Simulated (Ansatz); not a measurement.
Some atoms of an NVE trajectory of Li (bcc), cell Li54, with the crystal as the starting point [in the run: it stayed crystalline; mean temperature 413 K (target 420 K); density 0.53 g/cm³, volume +3 % from the start crystal's]; time step 1.5 fs, velocity Verlet. Method: r2SCAN (plane waves, PAW; Ansatz, a program for electronic structure). On the run's last frame a denser k-mesh moved the forces by 0.009 eV/Å rms, the static pressure by -0.02 GPa and the free energy by -11 meV/atom, which is about how far such values are converged.

```json
[
 {"atom": "Li5", "mass (u)": "6.940", "x y z (Å)": "0.08392 0.12506 7.26876", "v (Å/fs)": "0.001254 -0.003623 -0.000943", "F (eV/Å)": "-0.0823 0.1250 0.0271"},
 {"atom": "Li6", "mass (u)": "6.940", "x y z (Å)": "1.98211 2.12966 9.15168", "v (Å/fs)": "0.005135 0.003256 -0.018975", "F (eV/Å)": "-0.2025 -0.2177 0.0182"},
 {"atom": "Li10", "mass (u)": "6.940", "x y z (Å)": "1.85107 5.18685 5.26544", "v (Å/fs)": "-0.004469 -0.001415 -0.013455", "F (eV/Å)": "0.1658 0.1822 0.1908"},
 {"atom": "Li19", "mass (u)": "6.940", "x y z (Å)": "3.59357 -0.08056 0.38241", "v (Å/fs)": "-0.003840 0.005117 -0.003312", "F (eV/Å)": "-0.2449 0.0172 -0.0972"},
 {"atom": "Li27", "mass (u)": "6.940", "x y z (Å)": "3.84636 3.62336 3.66172", "v (Å/fs)": "0.000274 0.001673 0.001062", "F (eV/Å)": "0.0663 0.1587 -0.1011"},
 {"atom": "Li29", "mass (u)": "6.940", "x y z (Å)": "3.88850 3.63577 7.11261", "v (Å/fs)": "-0.003629 -0.015601 0.001161", "F (eV/Å)": "-0.1196 -0.1764 0.1191"},
 {"atom": "Li37", "mass (u)": "6.940", "x y z (Å)": "7.48850 0.07716 0.13568", "v (Å/fs)": "-0.007885 0.008679 -0.004386", "F (eV/Å)": "-0.1581 -0.0598 0.1429"},
 {"atom": "Li49", "mass (u)": "6.940", "x y z (Å)": "7.62626 7.32062 0.07956", "v (Å/fs)": "0.002881 0.000800 0.003906", "F (eV/Å)": "-0.3464 -0.0487 -0.1389"}
]
```

Question: Give their positions one step later.

Answer: x' = x + vΔt + FΔt²/(2m), with 1 eV/(Å·u) = 0.0096485 Å/fs².
| atom | x' y' z' (Å) |
|---|---|
| Li5 | 0.08567 0.11982 7.26739 |
| Li6 | 1.98950 2.13421 9.12324 |
| Li10 | 1.84463 5.18502 5.24555 |
| Li19 | 3.58743 -0.07286 0.37730 |
| Li27 | 3.84688 3.62612 3.66316 |
| Li29 | 3.88286 3.61209 7.11454 |
| Li37 | 7.47642 0.09009 0.12932 |
| Li49 | 7.63004 7.32175 0.08520 |
